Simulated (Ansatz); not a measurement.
**A computed series for PbTe: carrier doping**

Start from PbTe in the rock salt structure (space group Fm-3m, No. 225; a = 6.5690 Å).

Carriers are added at fixed cell with a uniform background; the Fermi–Dirac width is that of 300 K.

Method: Ansatz (a first-principles code), PBE, PAW, cutoff 420 eV, no SOC.

Notes on the quantities. Fermi level from band edge: Fermi level relative to the doped band's edge (positive inside the band; to 0.05 eV).

| variant | Fermi level from band edge | gap between the host's bands |
|---|---|---|
| undoped | – | 0.83 eV |
| electrons 5.0×10^20 cm⁻³ | +0.30 eV | 0.82 eV |
| electrons 1.5×10^21 cm⁻³ | +0.45 eV | 0.81 eV |
| electrons 3.0×10^21 cm⁻³ | +0.60 eV | 0.80 eV |
| electrons 7.0×10^21 cm⁻³ | +0.80 eV | 0.77 eV |
| holes 5.0×10^20 cm⁻³ | +0.15 eV | 0.84 eV |
| holes 1.5×10^21 cm⁻³ | +0.25 eV | 0.86 eV |
| holes 3.0×10^21 cm⁻³ | +0.30 eV | 0.89 eV |
| holes 7.0×10^21 cm⁻³ | +0.45 eV | 0.98 eV |

Charged cell with a jellium background: band edges are those of the host's band count, energies are not comparable with the neutral cell, and many-body gap narrowing is missing. With Pb and Te present, leaving out spin-orbit coupling can change the band edges. No phonon test of stability was made.
